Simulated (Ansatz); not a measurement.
Cubic perovskite CsHgBr3 (idealised or unconfirmed structure) was calculated with LDA (Ansatz, a quantum-chemistry and plane-wave program, plane waves, PAW).

Numerical settings: plane-wave cutoff 520 eV, 10×10×10 k mesh, Fermi–Dirac smearing 0.05 eV, scalar-relativistic PAW data made under PBE.

Cell (relaxed at this level):

```cif
data_Br3CsHg
_chemical_formula_sum 'Cs1 Hg1 Br3'
_space_group_name_H-M_alt 'P 1'
_space_group_IT_number 1
_cell_length_a 5.44190
_cell_length_b 5.44190
_cell_length_c 5.44190
_cell_angle_alpha 90.000
_cell_angle_beta 90.000
_cell_angle_gamma 90.000
loop_
_space_group_symop_operation_xyz
  'x, y, z'
loop_
_atom_site_label
_atom_site_type_symbol
_atom_site_fract_x
_atom_site_fract_y
_atom_site_fract_z
_atom_site_occupancy
Cs1 Cs 0.00000 0.00000 0.00000 1
Hg1 Hg 0.50000 0.50000 0.50000 1
Br1 Br 0.50000 0.00000 0.50000 1
Br2 Br 0.00000 0.50000 0.50000 1
Br3 Br 0.50000 0.50000 0.00000 1
```

Predict the bulk modulus B0 and pressure derivative B′ of the bulk modulus.


- bulk modulus B0 = 34.8 GPa
- pressure derivative B′ of the bulk modulus = 5.2

The run finds no gap.

Note: the relaxation could not lower the start's symmetry, so the cell can be a saddle point above a distorted one.

Spin–orbit coupling is not included; it can open a gap where bands touch, and shift volumes and moduli.
